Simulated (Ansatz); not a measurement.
ScOs2: isotropic strain +5.58 %

Take ScOs2 (space group P6_3/mmc, No. 194; a = 5.166 Å, c = 8.449 Å; a cell from a computed database, its experimental status unchecked) as the base.

One thing is altered: the cell is scaled by 1.0558 in all directions; the atoms relax in the strained cell.

All numbers come from DFT with PBEsol, PAW potentials and a 420 eV plane-wave cutoff in Ansatz (a program for electronic structure), without spin-orbit coupling. Settings: 9×9×5 k-points, 0.05 eV Fermi–Dirac smearing.

```json
[
 {"quantity": "volume per atom", "base": "16.27 Å³", "changed": "19.15 Å³", "shift": "+2.88 Å³"},
 {"quantity": "space group", "base": "P6_3/mmc (No. 194)", "changed": "P6_3/mmc (No. 194)", "shift": "–"},
 {"quantity": "shortest interatomic distance", "base": "2.481 Å", "changed": "2.592 Å", "shift": "+0.111 Å"},
 {"quantity": "energy relative to the base (free energy F)", "base": "0 meV/atom", "changed": "+0.299 eV/atom", "shift": "+0.299 eV/atom"},
 {"quantity": "pressure (mean of the normal stresses, compression positive)", "base": "0.0 GPa", "changed": "-28.6 GPa", "shift": "-28.6 GPa"},
 {"quantity": "band gap", "base": "zero", "changed": "zero", "shift": "–"},
 {"quantity": "largest internal atomic displacement", "base": "–", "changed": "0.016 Å", "shift": "–"}
]
```

Cost of the whole job for the changed cell (relaxation, final SCF and bands): very roughly 10 core-minutes.

Stability against distortions was not tested. All final runs are without spin polarisation.
